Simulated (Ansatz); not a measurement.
**Response to strain in Pd**

The parent structure is Pd in the fcc (Cu type) structure (space group Fm-3m, No. 225; a = 3.910 Å; relaxed with 0.1 eV smearing). Axes: x, y, z lie along the cube axes.

Strains are applied to the cell and any free atomic positions relax.

Calculations: r2SCAN in Ansatz (plane waves to 500 eV, PAW, no spin-orbit coupling).

Notes on the quantities. energy relative to the base: free energy F; pressure: mean of the normal stresses, compression positive.

```json
[
 {"case": "base", "energy relative to the base": "0 meV/atom", "pressure": "0.0 GPa", "shortest interatomic distance": "2.765 Å"},
 {"case": "uniaxial strain ε_zz = −3.00 %", "energy relative to the base": "+9.7 meV/atom", "pressure": "6.1 GPa", "shortest interatomic distance": "2.724 Å"},
 {"case": "uniaxial strain ε_zz = −2.50 %", "energy relative to the base": "+6.6 meV/atom", "pressure": "5.0 GPa", "shortest interatomic distance": "2.731 Å"},
 {"case": "uniaxial strain ε_zz = −2.00 %", "energy relative to the base": "+4.2 meV/atom", "pressure": "3.9 GPa", "shortest interatomic distance": "2.738 Å"},
 {"case": "uniaxial strain ε_zz = −1.50 %", "energy relative to the base": "+2.3 meV/atom", "pressure": "2.9 GPa", "shortest interatomic distance": "2.744 Å"},
 {"case": "uniaxial strain ε_zz = −1.00 %", "energy relative to the base": "+1.0 meV/atom", "pressure": "1.9 GPa", "shortest interatomic distance": "2.751 Å"},
 {"case": "uniaxial strain ε_zz = −0.50 %", "energy relative to the base": "+0.3 meV/atom", "pressure": "0.9 GPa", "shortest interatomic distance": "2.758 Å"}
]
```

No phonon test of stability was made. All final runs are without spin polarisation. Pd has a high density of states at the Fermi level and may be magnetic at this level.

Ansatz is a first-principles code.
